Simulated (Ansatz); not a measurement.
**monoclinic HfO2: the defect Mg_Hf+V_O**

Calculation: PBE, PAW (plane waves to 420 eV; Ansatz, an electronic-structure program). A 2×2×2 supercell of 96 sites was used; the energies come from a 2×2×2 shifted sampling of its zone. Sites at the start: the Hf site; O(1,3-fold) 2.05 Å away. Energies of charged states are corrected for periodic images (point charge plus alignment at distant sites). Dielectric constants: PBE linear response of the host. Host gap at this level: 4.04 eV. A cell of this size leaves errors of a few tenths of an eV. Levels are measured in PBE's own, too narrow, gap. Spin–orbit coupling is left out, which matters for these heavy elements. Each state is the lowest found from its start.

Formation energies E_f are given with the Fermi level at the valence-band maximum. Chemical conditions: Hf-rich (Δμ(Hf) = 0.00 eV, Δμ(O) = -5.19 eV, Δμ(Mg) = -0.18 eV, bounded by rock-salt MgO; only phases computed here count, gases as isolated molecules at 0 K); O-rich (Δμ(Hf) = -10.38 eV, Δμ(O) = 0.00 eV, Δμ(Mg) = -5.37 eV, bounded by rock-salt MgO; only phases computed here count, gases as isolated molecules at 0 K). Reference phases: Hf: hcp Hf, Mg: hcp Mg, O: O2 molecule in a box.

```csv
charge,moment (μB),point group,largest move off a lattice site (Å),image correction with alignment (eV),"E_f, Hf-rich (eV)","E_f, O-rich (eV)"
+2†,not spin-polarised,–,0.27,-0.59,–,–
+1*,1.0,C1,0.27,–,–,–
0,not spin-polarised,C1,0.27,0.00,1.72,1.72
```

* At this level the carrier isn't localised at the defect: at charge +1 holes occupy the valence band. Such a state is shallow or no state of the defect, and this cell gives it no level.

† Not settled in this cell, so no level is given: charge +2: a level filled in part, carriers not clearly localised, level within 0.1 eV of a band edge or past it.

Point groups are those of the whole cell at tolerances of 0.03 and 0.1 Å ("near" where only the looser one holds); none is given for unsettled states.

Flagged in the runs: a host whose relaxation on this sampling wasn't shown to rest, a strain field that reaches the edge of the cell.

All states together cost about 8 core-hours (a rough figure).
